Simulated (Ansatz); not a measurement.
Input and output of a relaxation of cell and atoms for Fe₂Si (P-3m1, 6 atoms in the cell) (Ansatz, an electronic-structure program).

Computed with PBEsol, default PAW files made with PBE (plane waves; Ansatz).

The change in words: atoms on their sites; basis.ecutwfc: 30.9 Ry → 15.4 Ry; relax: default → cell and atoms. Reference geometry:
```
CELL_PARAMETERS angstrom
      3.91164     0.00000     0.00000
     -1.95582     3.38758     0.00000
      0.00000     0.00000     4.83189
ATOMIC_POSITIONS crystal
  Fe 0.33333 0.66667 0.68942
  Fe 0.66667 0.33333 0.32093
  Fe 0.00000 0.00000 0.50000
  Fe 0.00000 0.00000 0.00000
  Si 0.66667 0.33333 0.81882
  Si 0.33333 0.66667 0.18118
```
Moments meant for the start (each program seeds them in its own way; μB, in the order of the atoms Fe Fe Fe Fe Si Si): 4.0 4.0 4.0 4.0 0.0 0.0.

Reference input (self-consistent single point, DFT, PBEsol, plane waves, default PAW files made with PBE): basis.ecutwfc = 30.9 Ry; kpoints.mp_grid.grid = 5 5 3; hamiltonian.xc = pbesol; hamiltonian.pseudopotentials = {kind: paw} (the program's default PAW files); magnetization.spin_polarized = true; scf.occupations.method = fermi_dirac; scf.occupations.width = 0.0073 Ry. This run's input differs from it in these lines:

Ansatz 0.2 input:
```diff
@@ -6,3 +6,3 @@
   atoms:
-    - { symbol: Fe, position: [0.333333, 0.666667, 0.689418], spin: 4.0 }
+    - { symbol: Fe, position: [0.333333, 0.666667, 0.679070], spin: 4.0 }
     - { symbol: Fe, position: [0.666667, 0.333333, 0.320930], spin: 4.0 }
@@ -13,3 +13,3 @@
 basis:
-  ecutwfc: 30.9 Ry
+  ecutwfc: 15.4 Ry
 kpoints:
@@ -27,2 +27,4 @@
     width: 0.0073 Ry
+relax:
+  cell: {}
 output:
```

Output (repeated stretches shortened):

```
   [... SCF lines of the steps left out ...]
relax step   1: F+E_penalty+E_count = -18992.38901666 eV  Δ(F+E_penalty+E_count) = +0.000e0 eV  max|allowed force component| = 4.932e-1 eV/Å  Δτ_max = 0.0000 Å  P = +14.651 GPa  Ω = 64.027 Å³  (18 SCF iters, dr2 threshold 1.00e-7 eV, accepted)
relax step   2: F+E_penalty+E_count = -18984.14371025 eV  Δ(F+E_penalty+E_count) = +8.245e0 eV  max|allowed force component| = 3.367e-1 eV/Å  Δτ_max = 0.0174 Å  P = -65.715 GPa  Ω = 66.284 Å³  energy of the carried Pulay correction = -7.895e0 eV  [...]
   [... lines left out ...]
relax step 119: F+E_penalty+E_count = -18992.11768448 eV  Δ(F+E_penalty+E_count) = +4.110e-1 eV  max|allowed force component| = 4.276e-2 eV/Å  Δτ_max = 0.0063 Å  P = -0.025 GPa  Ω = 69.889 Å³  energy of the carried Pulay correction = -1.230e0 eV  [...]
relax step 120: F+E_penalty+E_count = -18992.20920569 eV  Δ(F+E_penalty+E_count) = -9.152e-2 eV  max|allowed force component| = 2.371e-2 eV/Å  Δτ_max = 0.0033 Å  P = +0.469 GPa  Ω = 69.860 Å³  energy of the carried Pulay correction = -1.138e0 eV  [...]
Step failed. What follows is not a result of the run: it is the report of the last solve that finished, which converged after 17 SCF iterations.
Magnetization: 4.4926 μB (38.2463 up, 33.7537 down)
Absolute magnetization: 5.5689 μB (∫|ρ↑−ρ↓|, with the PAW one-centre terms)
Spin contamination: 0.3280 ħ² per cell (⟨S²⟩ above its minimum at these occupations)
   [... lines left out ...]
Free energy (F): -18992.209206 eV
Fermi energy:    16.354083 eV
Error: variable-cell relaxation did not converge after 120 `relax_step` rows, as none of its last 27 fresh-basis SCF(s) at a relaxed cell met both thresholds with a finite energy. The last misses `relax.f_tol` and `relax.cell.stress_tol`: largest allowed force component 1.08e-1 eV/Å (`relax.f_tol` 1.00e-2 eV/Å), stress off the target on the free part of the cell 1.24e1 GPa (`relax.cell.stress_tol` 5.00e-2 GPa), F+E_penalty+E_count -18993.33199819 eV. The closest is row 13, whose structure comes with this error. Larger ratio of force or stress to its threshold at each such SCF whose figures are numbers: 46.066, 134.385, 148.596, 163.379, 219.202, 104.313, 165.998, 210.816, 233.646, [...]
   [... lines left out ...]
to start a new deck from the relaxed geometry:
  cell:  # Å, volume = 64.5220 Å³
    - [3.9208813604466703, 2.410390747838672e-32, -3.615586121758008e-32]
    - [-1.9604406802233352, 3.395582863371707, 1.1766715001183894e-31]
    - [-2.4657084668297897e-32, 2.859601517505743e-31, 4.846293694746707]
  atoms:
    - { symbol: Fe, position: [0.33333333333333337, 0.6666666666666667, 0.6427698056022356] }
    - { symbol: Fe, position: [0.6666666666666667, 0.33333333333333337, 0.35723019439776454] }
    - { symbol: Fe, position: [1.7027682640556557e-34, 8.745049115962528e-35, 0.5000000000000001] }
    - { symbol: Fe, position: [1.8852636124769391e-34, 9.574150838019153e-35, -5.983589437211506e-20] }
    - { symbol: Si, position: [0.6666666666666667, 0.33333333333333337, 0.834797183451323] }
    - { symbol: Si, position: [0.33333333333333337, 0.6666666666666667, 0.16520281654867697] }
```

The relaxation ended unconverged. 

The starting cell comes from a database of computed structures (which also holds hypothetical and non-ambient phases and stackings), without a prior relaxation at this level. Its lattice was rescaled by up to half a per cent. The program warned that a starting moment was not kept. The cutoff lies below the one recommended for these files.

Cost on one core of a shared machine: roughly 5 min.
